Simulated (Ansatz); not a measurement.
Consider the following.

```xyz
23
Lattice="0.0000 4.8760 4.8760 4.8760 -4.8760 4.8760 4.8760 4.8760 0.0000" Properties=species:S:1:pos:R:3 pbc="T T T"
S      3.6606     3.6457     3.6696
S      1.2292     1.2159     3.6696
S      6.0732     3.6822     6.0799
S      3.6652     1.2123     6.1121
S      8.4784     3.5884     8.4891
S      6.1680     1.2776     8.4826
S      3.6599     6.0932     6.1137
S      1.2466     3.6300     6.1319
S      6.1028     1.2132     3.6736
S      3.6649    -1.2255     3.6746
S      8.4736     1.2761     6.1789
S      6.0951    -1.2217     6.1061
Be     2.4451     2.4302     0.0353
Be     2.4286    -0.0082     2.4371
Be     4.8850     2.4492     2.4352
Be     4.8791    -0.0010     4.8880
Be     7.3119     2.4421     4.8910
Be     0.0254     2.4292     2.4571
Be     2.4456     4.8439     2.4562
Be     2.4273     2.4471     4.8953
Be     4.8627     4.8894     4.8715
Be     4.8841     2.4449     7.3186
Be     7.3128     4.8705     7.3213
```

Spin-polarised, with starting moments of sign S0 S0 S0 S0 S+ S+ S0 S+ S0 S0 S+ S0 Be0 Be0 Be0 Be0 Be0 Be0 Be0 Be0 Be0 Be0 Be0.

Calculations: Ansatz (an electronic-structure program) PBE, without spin-orbit coupling. k-mesh 4×3×4 (Γ-centred); smearing 0.01 eV (Fermi–Dirac).

**Question.** What gap of the supercell does the calculation give?

**Answer.** Zero.

**Question.** Estimate the pressure.

**Answer.** 0.2 GPa.

**Question.** Predict the total moment of the cell.

**Answer.** 1.9 μB.

Other magnetic orders, which the real material may have, were not ruled out. The cell is small, so the values are those of an ordered compound at a high defect concentration; dilute-limit values will differ. The mesh was chosen for an insulator and is coarse for the gapless case. The cell was made from BeS in the zinc blende structure (space group F-43m, No. 216) by this change: Be vacancy. The defect cell is spin-polarised and ends with 1.9 μB.
